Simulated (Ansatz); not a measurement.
**Ta2O5 (model structure, Pbam, No. 55, 14 atoms in the cell)**

Level of theory: LDA (PAW; Ansatz, a program for electronic structure).

Numerical settings: plane-wave cutoff 520 eV, 6×6×10 k mesh (along the axes of the cell as run), Fermi–Dirac smearing 0.01 eV, scalar-relativistic PAW data made under PBE.

Cell (relaxed at this level):

```yaml
crystal:
  lattice:
    - [6.14855, 0.00000, 0.00000]
    - [0.00000, 7.26162, 0.00000]
    - [0.00000, 0.00000, 3.75806]
  atoms:
    - { symbol: Ta, position: [0.22360, 0.62115, 0.00000] }
    - { symbol: Ta, position: [0.72360, 0.87885, 0.00000] }
    - { symbol: Ta, position: [0.77640, 0.37885, 0.00000] }
    - { symbol: Ta, position: [0.27640, 0.12115, 0.00000] }
    - { symbol: O, position: [0.19630, 0.66157, 0.50000] }
    - { symbol: O, position: [0.69630, 0.83843, 0.50000] }
    - { symbol: O, position: [0.80370, 0.33843, 0.50000] }
    - { symbol: O, position: [0.30370, 0.16157, 0.50000] }
    - { symbol: O, position: [0.50000, 0.50000, 0.00000] }
    - { symbol: O, position: [0.00000, 0.00000, 0.00000] }
    - { symbol: O, position: [0.38955, 0.86095, 0.00000] }
    - { symbol: O, position: [0.88955, 0.63905, 0.00000] }
    - { symbol: O, position: [0.61045, 0.13905, 0.00000] }
    - { symbol: O, position: [0.11045, 0.36095, 0.00000] }
```

```yaml
band_gap: 2.13 eV
direct gap at Γ: 3.31 eV
```

Note: the relaxation could raise the start's symmetry but not lower it, so the cell can be a saddle point.

Spin–orbit coupling is not included.

The result took very roughly 2.0 core-minutes.

A model structure was made by putting elements into a prototype or built by hand; it is no filed structure, need not be a known phase, and can be a saddle point held by its symmetry.
